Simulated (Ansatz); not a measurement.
**FePt: isotropic strain +0.28 %**

Take FePt (space group P4/mmm, No. 123; a = 2.735 Å, c = 3.722 Å; ferromagnetic; relaxed with 0.1 eV smearing) as the base.

Now apply this change: an isotropic linear strain of +0.28 %; the atoms relax in the strained cell.

Level of theory: r2SCAN, PAW, 500 eV (Ansatz, a quantum-chemistry and plane-wave program; no spin-orbit coupling). Γ-centred 21×21×16 mesh, Fermi–Dirac width 0.1 eV.

```json
[
 {"quantity": "volume per atom", "base": "13.92 Å³", "changed": "14.04 Å³", "shift": "+0.12 Å³"},
 {"quantity": "space group", "base": "P4/mmm (No. 123)", "changed": "P4/mmm (No. 123)", "shift": "–"},
 {"quantity": "energy relative to the base (free energy F)", "base": "0 meV/atom", "changed": "+0.7 meV/atom", "shift": "+0.7 meV/atom"},
 {"quantity": "pressure (mean of the normal stresses, compression positive)", "base": "0.0 GPa", "changed": "-1.8 GPa", "shift": "-1.8 GPa"},
 {"quantity": "band gap", "base": "zero", "changed": "zero", "shift": "–"},
 {"quantity": "magnetic state", "base": "ferromagnetic", "changed": "ferromagnetic", "shift": "–"},
 {"quantity": "largest site moment", "base": "3.29 μB", "changed": "3.31 μB", "shift": "+0.012 μB"}
]
```

Final structure:

```
FePt
1.0
    2.74245     0.00000     0.00000
    0.00000     2.74245     0.00000
    0.00000     0.00000     3.73260
Fe Pt
1 1
Cartesian
  1.37123   1.37123   1.86630
  0.00000   0.00000   0.00000
```

The magnetic state is the one reached from the starting moments; the real material's order can differ, and small cells can't hold many antiferromagnetic ones. Stability against distortions was not tested.
